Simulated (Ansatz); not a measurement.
Consider a 16-atom cell of (Au,Pt) started in the face-centred cubic structure, site fractions Au 0.750, Pt 0.250, short-range order -0.06 among the nearest mixed sites of the first mixed sublattice (0 is random, a negative value favours unlike neighbours), space group P1 at the end. Its start:

```yaml
crystal:
  lattice:
    - [4.11695, 4.11672, 4.11767]
    - [4.11684, -4.11561, 4.11667]
    - [4.11511, -4.11661, -4.11594]
  atoms:
    - { symbol: Au, position: [0.00666, 0.74980, 0.75213] }
    - { symbol: Pt, position: [0.25204, 0.99575, 0.75212] }
    - { symbol: Au, position: [0.99805, 0.49570, 0.49815] }
    - { symbol: Au, position: [0.49753, 0.25012, 0.75216] }
    - { symbol: Au, position: [0.25205, 0.75381, 0.50172] }
    - { symbol: Au, position: [0.74817, 0.49964, 0.75222] }
    - { symbol: Pt, position: [0.99771, 0.24980, 0.25227] }
    - { symbol: Au, position: [0.49336, 0.00022, 0.49748] }
    - { symbol: Au, position: [0.25198, 0.49973, 0.24812] }
    - { symbol: Au, position: [0.75218, 0.25371, 0.49454] }
    - { symbol: Pt, position: [0.49730, 0.75015, 0.24256] }
    - { symbol: Au, position: [0.00625, 0.00035, 0.00239] }
    - { symbol: Au, position: [0.25181, 0.24620, 0.00199] }
    - { symbol: Au, position: [0.74784, 0.00419, 0.24782] }
    - { symbol: Pt, position: [0.50240, 0.50462, 0.00237] }
    - { symbol: Au, position: [0.74467, 0.74622, 0.00197] }
```

Method: r2SCAN (plane waves to 500 eV, PAW; Ansatz, a first-principles code). Scalar-relativistic, without spin–orbit coupling. Its k-point mesh 6×6×6, Fermi–Dirac width 0.05 eV.

**Question.** Predict the alloy's volume and bond lengths.

**Answer.** 
* **volume per atom**: 16.90 Å³
* **Au–Au bonds (within 1.22 times the sum of covalent radii)**: 2.888 Å on average, from 2.852 to 2.947 (53)
* **Au–Pt bonds (within 1.22 times the sum of covalent radii)**: 2.874 Å on average, from 2.829 to 2.930 (38)
* **Pt–Pt bonds (within 1.22 times the sum of covalent radii)**: 2.849 Å on average, from 2.827 to 2.878 (5)
